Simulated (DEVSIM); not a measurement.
Structure: InP/In0.53Ga0.47As p-n heterojunction, at 300 K.

Layer 1 from the left is InP, thickness (μm) 0.750, Na (cm⁻³) 8.1e15, τn (s) 3.5e-8, τp (s) 3.5e-8. Layer 2 from the left is In0.53Ga0.47As, thickness (μm) 1.70, Nd (cm⁻³) 2.4e16, τn (s) 3.5e-8, τp (s) 3.5e-8.

Left contact: ohmic. Right contact: ohmic. Voltage is applied to the left contact. Recombination: SRH at mid-gap, radiative. Mobility is constant in doping.

The device is made up for the run: typed textbook-type constants, with dimensions and the other settings drawn at random. Values at 300 K.

InP: gap (eV) 1.344, affinity (eV) 4.38, permittivity 12.5, Nc (cm⁻³) 5.7e17, Nv (cm⁻³) 1.1e19, μn (cm²/Vs) 5200, μp (cm²/Vs) 170, B (cm³/s) 1.2e-10. In0.53Ga0.47As: gap (eV) 0.74, affinity (eV) 4.51, permittivity 13.9, Nc (cm⁻³) 2.1e17, Nv (cm⁻³) 7.7e18, μn (cm²/Vs) 12000, μp (cm²/Vs) 300, B (cm³/s) 9.6e-11.

DEVSIM, 1D drift-diffusion, Boltzmann statistics, complete ionisation; no tunnelling, impact ionisation, image-force lowering or self-heating. Band offsets follow the typed affinities; no thermionic-emission limit at abrupt steps, no polarisation charge.

Task: What does the simulation give for the dark forward voltage at 100 A/cm², the dark forward voltage at 1 A/cm²?

Result: dark forward voltage at 100 A/cm² 0.908 V; dark forward voltage at 1 A/cm² 0.676 V.
